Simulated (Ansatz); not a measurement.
Effect of Nb → V on NbN

Start from NbN in the rock salt structure (space group Fm-3m, No. 225; a = 4.421 Å).

Perturbation: full substitution Nb → V; the structure is relaxed again.

Level of theory: PBE, PAW, 420 eV (Ansatz, an electronic-structure program; without spin-orbit coupling). k-mesh 19×19×19 (Γ-centred); smearing 0.05 eV (Fermi–Dirac), for the changed cell.

| quantity | base | changed | shift |
|---|---|---|---|
| volume per atom | 10.80 Å³ | 8.72 Å³ | -2.08 Å³ |
| density | 8.22 g/cm³ | 6.18 g/cm³ | -2.034 g/cm³ |
| lattice parameter a | 4.421 Å | 4.117 Å | -0.304 Å |
| space group | Fm-3m (No. 225) | Fm-3m (No. 225) | – |
| shortest interatomic distance | 2.211 Å | 2.058 Å | -0.1522 Å |
| band gap | zero | zero | – |

Final structure:

```xyz
2
Lattice="0.0000 2.0584 2.0584 2.0584 0.0000 2.0584 2.0584 2.0584 0.0000" Properties=species:S:1:pos:R:3 pbc="T T T"
N      0.0000     0.0000     0.0000
V      2.0584     2.0584     2.0584
```

Cost of the whole job for the changed cell (relaxation, final SCF and bands): about 60 core-seconds (a rough figure).

Stability against distortions was not tested. Starting moments died away, wholly or in part, for Nb → V; another magnetic solution may exist. The final runs are not spin-polarised.
